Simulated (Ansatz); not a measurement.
Ansatz (a program for electronic structure) run on SbAs (Fm-3m, 2 atoms in the cell): self-consistent single point.

Method: RPBE-D3BJ, default PAW files made with PBE (plane waves; Ansatz).

```
SbAs
1.0
    0.00000     2.77992     2.77992
    2.77992     0.00000     2.77992
    2.77992     2.77992     0.00000
Sb As
1 1
Direct
  0.00000   0.00000   0.00000
  0.50000   0.50000   0.50000
```

Reference input (self-consistent single point, DFT, PBE, plane waves, default PAW files): kpoints.mp_grid.grid = 8 8 8; hamiltonian.xc = pbe; hamiltonian.pseudopotentials = {kind: paw} (the program's default PAW files); scf.occupations.method = methfessel_paxton; scf.occupations.width = 0.02 Ry. This run's input differs from it in these lines:

Ansatz 0.2 input:
```diff
@@ -13,3 +13,4 @@
 hamiltonian:
-  xc: pbe
+  xc: rpbe
+  dispersion: d3bj
   pseudopotentials:
```

Output (repeated stretches shortened):

```
SCF iter   1: F=—  HF=-11359.557082 eV  |F-HF|=—  |Δ(HF+E_count)|=         —  Δρ=2.57e-3  dr2=1.40e-3  ethr=1.77e-3  ⟨swp⟩=5.1  Hψ=2464  notcnv=0
all-band conjugate gradients solve this SCF's bands
preconditioner: auto → Kerker (q_TF=auto, 2.570 Å⁻¹)
SCF iter   2: F=—  HF=-11359.556050 eV  |F-HF|=—  |Δ(HF+E_count)|=   1.03e-3  S|Δr|=    0.00e0  Δρ=1.06e-3  dr2=2.77e-4  ethr=4.68e-6  ⟨swp⟩=2.9  Hψ=1326  notcnv=0
SCF iter   3: F=—  HF=-11359.556089 eV  |F-HF|=—  |Δ(HF+E_count)|=   3.88e-5  S|Δr|=    0.00e0  Δρ=4.23e-4  dr2=4.16e-5  ethr=9.23e-7  ⟨swp⟩=2.0  Hψ=612  notcnv=0
SCF iter   4: F=—  HF=-11359.556100 eV  |F-HF|=—  |Δ(HF+E_count)|=   1.12e-5  S|Δr|=    0.00e0  Δρ=8.91e-5  dr2=2.43e-6  ethr=1.39e-7  ⟨swp⟩=2.0  Hψ=981  notcnv=0
SCF iter   5: F=—  HF=-11359.556100 eV  |F-HF|=—  |Δ(HF+E_count)|=   4.52e-8  S|Δr|=    0.00e0  Δρ=3.57e-5  dr2=5.57e-7  ethr=8.12e-9  ⟨swp⟩=2.0  Hψ=982  notcnv=0
SCF iter   6: F=-11359.556100 eV  HF=-11359.556100 eV  |F-HF|=4.73e-9  |Δ(HF+E_count)|=   5.83e-8  S|Δr|=    0.00e0  Δρ=8.58e-6  dr2=2.23e-8  ethr=3.33e-10  ⟨swp⟩=3.0  Hψ=2308  notcnv=0
SCF 1 converged in 6 iterations: F = -11359.556100 eV  dr2 = 2.23e-8
Stability not checked (fill_not_monotonic)
Free energy (F): -11359.556100 eV
Internal energy: -11359.552775 eV  (E = F + TS)
E sigma→0 (E₀):  -11359.555269 eV
Entropy (-TS):   -0.003325 eV (-1.662 meV/atom)
Fermi energy:    13.341003 eV
--- Forces (eV/Å), atoms counted from 1 ---
  atom   1  Sb     0.00000000    -0.00000000     0.00000000
  atom   2  As     0.00000000     0.00000000    -0.00000000
--- Stress (GPa, compression-positive) ---
       -7.796281       0.000000       0.000000
        0.000000      -7.796281       0.000000
        0.000000      -0.000000      -7.796281
  P = ⅓ Tr σ = -7.7963 GPa (-77.963 kbar)
  The stress holds the Pulay correction. Without it, at fixed plane waves, as pw.x and ABINIT print it: P = -7.8342 GPa
```

The run converged in 6 iterations. Against the reference run the pressure goes from 14.51 to -7.80 GPa.

The starting cell was generated: these elements placed on a structure prototype, without a prior relaxation; it need not be a known phase or ordering of this composition. Its lattice was rescaled by a random factor within 2.5 % of one. With a pressure of about -8 GPa the cell is away from its equilibrium volume at this level. Ansatz's pressure includes its estimate of the finite-basis (Pulay) stress. The run gives no clean gap (levels at the Fermi energy touch, overlap or are partly filled at this smearing), which alone does not show that the compound is a metal.
